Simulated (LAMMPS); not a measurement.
MD of Cu (fcc) with 36 % of Cu sites Zr at zero pressure over temperature, 2048 atoms; each row names its start.

Model: classical MD, pair style eam/fs, file CuZr_mm.eam.fs, run in LAMMPS.

```csv
"T (K), start",state,volume,enthalpy,"first peak of g(r), Cu-Zr",coordination number of Cu by Zr,D(Cu),D(Zr)
"300, crystal",solid that has left the starting structure; no diffusion seen in 30 ps,16.333 ± 0.003 Å³/atom,-4.3222 ± 0.0010 eV/atom,"2.84 Å, height 4.7",5.27 (counted to 3.82 Å),-,-
"910, crystal","slow or partial motion within 30 ps, no clear phase",16.600 ± 0.004 Å³/atom,-4.161 ± 0.002 eV/atom,"2.83 Å, height 3.9",5.33 (counted to 3.86 Å),-,-
"1240, melt",liquid,16.823 ± 0.003 Å³/atom,-4.0440 ± 0.0009 eV/atom,"2.82 Å, height 3.5",5.53 (counted to 3.90 Å),(6.3 ± 0.3) × 10^-6 cm²/s,(4.1 ± 0.1) × 10^-6 cm²/s
"1490, melt",liquid,17.087 ± 0.003 Å³/atom,-3.9395 ± 0.0007 eV/atom,"2.79 Å, height 3.1",5.38 (counted to 3.90 Å),(2.10 ± 0.04) × 10^-5 cm²/s,(1.49 ± 0.07) × 10^-5 cm²/s
"1820, melt",liquid,17.435 ± 0.003 Å³/atom,-3.8137 ± 0.0007 eV/atom,"2.79 Å, height 2.8",5.16 (counted to 3.86 Å),(4.5 ± 0.1) × 10^-5 cm²/s,(3.1 ± 0.1) × 10^-5 cm²/s
```

Caution (rows 300, crystal; 910, crystal): enthalpy drifts during the constant-pressure average: a transition or slow ageing; fluctuation values are void.

Caution (rows 300, crystal; 910, crystal): the random arrangement on this lattice is imposed, and need not be a phase that exists in equilibrium.

Caution (rows 1240, melt; 1490, melt; 1820, melt): a run this short can hold a crystal over, or a liquid under, the potential's own melting point, which these runs don't give.

States go by the mean squared displacement: a species diffuses where it passes 1.5 Å², still rises and gives D over 1e-6 cm²/s; a crystal has left its structure where atoms lie 0.35 Å off their sites on average or a cubic box changes its shape by 3 %, or the axial ratios of another lie 8 % off the starting cell's, which the potential's own relaxation can also do.

Errors of D are the spread over four groups of atoms in one short run; a floor of about 5 %, a picked value, is safer.

Errors shown are sampling errors alone.
